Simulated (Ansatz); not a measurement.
Input:

```yaml
crystal:
  lattice:
    - [3.29231, 0.00000, 0.00000]
    - [0.00000, 3.29231, 0.00000]
    - [0.00000, 0.00000, 3.29231]
  atoms:
    - { symbol: Zr, position: [0.50000, 0.50000, 0.50000] }
    - { symbol: Zn, position: [0.00000, 0.00000, 0.00000] }
```

Method: PBEsol, DFPT electron-phonon coupling, linearised Boltzmann equation (plane waves, PAW, scalar-relativistic; Ansatz, a quantum-chemistry and plane-wave program). How the cell was made: relaxed with this functional, without spin-orbit coupling.

**Question.** Estimate the phonon-limited resistivity at 300 K, by direction if it differs.

**Answer.** 28 μΩ·cm.

A metal at this level (no band gap). Only scattering by harmonic phonons is included (no impurities, grain boundaries, electron-electron scattering or thermal expansion). Spin-orbit coupling is left out. Few carriers conduct, so the values hang on small band overlaps. Halving the electron mesh (24x24x24) moves the resistivity by up to 10 % at 300 K. Smearing 0.20 eV; phonons on a 4x4x4 q mesh, which this run doesn't test.

Formula and space group known from diffraction (Crystallography Open Database), not checked to be the room-temperature form: ZrZn (Pm-3m).
